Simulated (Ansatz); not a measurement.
Effect of pressure −2 GPa on FeNi3

The reference is FeNi3 in the Cu3Au type structure (space group Pm-3m, No. 221; a = 3.514 Å; ferromagnetic).

One thing is altered: hydrostatic tension (pressure −2 GPa).

Calculations: r2SCAN (Ansatz, a first-principles code; PAW; 500 eV plane waves; no spin-orbit coupling). Γ-centred 13×13×13 mesh, Fermi–Dirac width 0.05 eV.

```csv
quantity,base,changed,shift
volume per atom,10.85 Å³,10.95 Å³,+0.10 Å³
density,8.87 g/cm³,8.79 g/cm³,-0.08 g/cm³
lattice parameter a,6.641 bohr,6.662 bohr,+0.021 bohr
shortest interatomic distance,4.696 bohr,4.711 bohr,+0.015 bohr
enthalpy H = E + PV relative to the base's energy,–,-0.14 eV/atom,–
band gap,zero,zero,–
magnetic state,ferromagnetic,ferromagnetic,–
largest site moment,3.19 μB,3.20 μB,+0.01 μB
```

The magnetic state is the one reached from the starting moments; the real material's order can differ, and small cells can't hold many antiferromagnetic ones. Load acts through the strain it causes; cell and atoms are relaxed under it. Stability against distortions was not tested.
